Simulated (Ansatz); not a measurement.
# How the volume per atom of TiSi (model structure, started from the NbAs type, I4₁md, No. 109, 4 atoms in the cell) moves with the method

No measured value is used here.

Task: Put these levels in order of the volume per atom that they give for TiSi (model structure, started from the NbAs type, I4₁md, No. 109, 4 atoms in the cell), smallest first: PBE (Ansatz, a quantum-chemistry and plane-wave program), PBE-D3(BJ) (Ansatz), PBEsol (Ansatz).

Result: PBE-D3(BJ) (14.86 Å³/atom), PBEsol (15.08 Å³/atom), PBE (15.62 Å³/atom)

Ansatz's density-functional and Hartree–Fock values are scalar-relativistic unless marked +SOC, with PAW data made under PBE.

A model structure was made by putting elements into a prototype or built by hand; it is no filed structure, need not be a known phase, and can be a saddle point held by its symmetry.
